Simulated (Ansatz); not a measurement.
# CdSn2O (model structure, started from the BC2N type, R3m, No. 160, 4 atoms in the cell)

These are LDA (PAW; Ansatz, a program for electronic structure) values and carry that method's errors.

Numerical settings: plane-wave cutoff 520 eV, 18×18×18 k mesh, Fermi–Dirac smearing 0.05 eV, scalar-relativistic PAW data made under PBE.

Cell (relaxed at this level):

CdSn$_{2}$O has the trigonal space group R3m, hexagonal axes (No. 160), Pearson symbol hR4. Lattice parameters: a = 3.847 Å, b = 3.847 Å, c = 21.486 Å, α = 90.00°, β = 90.00°, γ = 120.00°. Cd on 3a is coordinated by 1 O at 2.238 Å and 3 Sn at 2.847 Å and 3 Sn at 3.299 Å. O on 3a sees 3 Sn at 2.230 Å and 1 Cd at 2.238 Å. Sn1 on 3a sees 3 O at 2.230 Å and 1 Sn at 2.941 Å and 3 Cd at 3.299 Å. Sn2 on 3a has 3 Cd at 2.847 Å and 1 Sn at 2.941 Å. (Neighbours: up to the widest gap in distance over summed covalent radii, below 1.35, at either atom; cation-cation and far metal-metal contacts left out.)
(The calculation used a cell of 4 atoms; values per cell refer to that cell.)

For CdSn2O (model structure, started from the BC2N type, R3m, No. 160, 4 atoms in the cell), the band gap is zero (no gap).

Note: the relaxation could raise the start's symmetry but not lower it, so the cell can be a saddle point.

Spin–orbit coupling is not included; it can open a gap where bands touch, and shift volumes and moduli.

Static lattice: no zero-point or thermal effects.

Computing time: very roughly 18 core-minutes.

A model structure was made by putting elements into a prototype or built by hand; it is no filed structure, need not be a known phase, and can be a saddle point held by its symmetry.
